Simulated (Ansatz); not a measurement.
Base system: ZnSe in the zinc blende structure (space group F-43m, No. 216; a = 5.666 Å). Axes: x, y, z lie along the cube axes.

One thing is altered: a pure shear with ε_yz = ε_zy = -0.0023, atoms relaxed at fixed cell.

Levels (all Ansatz, a first-principles code, PAW, earlier PAW set): r2SCAN (500 eV, no SOC); HSE06 (420 eV, scalar-relativistic without spin-orbit coupling); HSE06+SOC (420 eV, with spin-orbit coupling).

One geometry, relaxed with r2SCAN, under each level:

The valence-band top lists the three highest levels at Γ (Kramers pairs under SOC), from the VBM.

| level | band gap | lowest conduction level above the VBM at special points | valence-band top at Γ |
|---|---|---|---|
| r2SCAN | 1.85 eV | Γ 1.85 eV; R 3.02 eV; S 3.06 eV | 0.00, -0.01, -0.03 eV |
| HSE06 | 2.40 eV | Γ 2.40 eV; R 3.62 eV; S 3.65 eV | – |
| HSE06+SOC | [?] | [?] | [?] |

Give the withheld HSE06+SOC results.


- HSE06+SOC, band gap: 2.26 eV
- HSE06+SOC, lowest conduction level above the VBM at special points: Γ 2.26 eV; R 3.48 eV; S 3.52 eV
- HSE06+SOC, valence-band top at Γ: 0.00, -0.02, -0.44 eV

Single points use the geometry relaxed with r2SCAN. Differences between runs with and without spin-orbit coupling are approximate. The cells carry an imposed strain or load. Whether these cells are dynamically stable was not tested. Labels are those of the standard path for the cell's own space group.
